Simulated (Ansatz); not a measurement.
## ZrSe2: strain tensor (xx, yy, zz, yz, xz, xy) = (−0.29, −0.78, +1.65, −0.06, +0.47, +0.86) %

The reference is ZrSe$_{2}$ in the CdI2 type structure (space group P-3m1, No. 164; a = 3.660 Å, c = 5.841 Å; layered, stacked along the Cartesian z axis; relaxed with 0.1 eV smearing). Axes: x lies along a and z along c of the hexagonal cell.

The change: the symmetric strain tensor [-0.0029 0.0086 0.0047; 0.0086 -0.0078 -0.0006; 0.0047 -0.0006 0.0165], atoms relaxed at fixed cell.

Method: PBEsol-D3(BJ), PAW, 420 eV (Ansatz, a quantum-chemistry and plane-wave program; without spin-orbit coupling), earlier PAW set. Γ-centred 18×18×10 mesh, Fermi–Dirac width 0.1 eV.

The volume per atom rises by 0.125 Å³ (22.59 Å³ → 22.71 Å³) and the shortest interatomic distance decreases by 0.004 Å to 2.652 Å. The energy goes up by 2.7 meV/atom and the pressure (mean of the normal stresses, compression positive) stays 0.0 GPa. The band gap remains zero and the largest internal atomic displacement comes out as 0.013 Å. The stress (xx, yy, zz, yz, xz, xy; compression positive) amounts to (0.3, 0.7, -1.1, 0.0, -0.1, -0.8) GPa.

Final structure:

```
CELL_PARAMETERS angstrom
      3.64936     0.03148     0.01720
     -1.79742     3.12917    -0.01050
      0.02745    -0.00350     5.93729
ATOMIC_POSITIONS crystal
  Zr 0.00000 0.00000 0.00000
  Se 0.33306 0.66836 0.27343
  Se 0.66694 0.33164 0.72657
```

Whether these cells are dynamically stable was not tested. All final runs are without spin polarisation. A zero or small gap of ZrSe2 can be the functional's error rather than a property of the material.
